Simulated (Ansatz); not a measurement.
Base system: SiO2 in the rutile structure (space group P4_2/mnm, No. 136; a = 4.1945 Å, c = 2.6785 Å). Axes: x, y, z lie along a, b, c of the conventional cell.

Level of theory: Ansatz (a quantum-chemistry and plane-wave program), PBEsol, PAW, cutoff 420 eV, without spin-orbit coupling.

Strains are applied to the cell and any free atomic positions relax.

One change was made to it. Results:

```csv
quantity,base,after
energy relative to the base (free energy F),0 meV/atom,+5.4 meV/atom
"valence-band top at Γ (three highest levels, from the VBM)","0.00, -0.88, -0.88 eV","0.00, -0.85, -0.85 eV"
band gap,5.35 eV,4.97 eV
```

**Question.** Which change produced these results?
A. uniaxial strain ε_zz = +1.80 %
B. uniaxial strain ε_zz = +0.60 %
C. uniaxial strain ε_zz = +3.00 %
D. uniaxial strain ε_zz = +2.40 %
E. uniaxial strain ε_zz = +1.20 %

**Answer.** A, uniaxial strain ε_zz = +1.80 %. For comparison, the band gap in the other runs: uniaxial strain ε_zz = +3.00 % gives 4.72 eV; uniaxial strain ε_zz = +2.40 % gives 4.85 eV; uniaxial strain ε_zz = +1.20 % gives 5.10 eV; uniaxial strain ε_zz = +0.60 % gives 5.23 eV.

Whether these cells are dynamically stable was not tested.
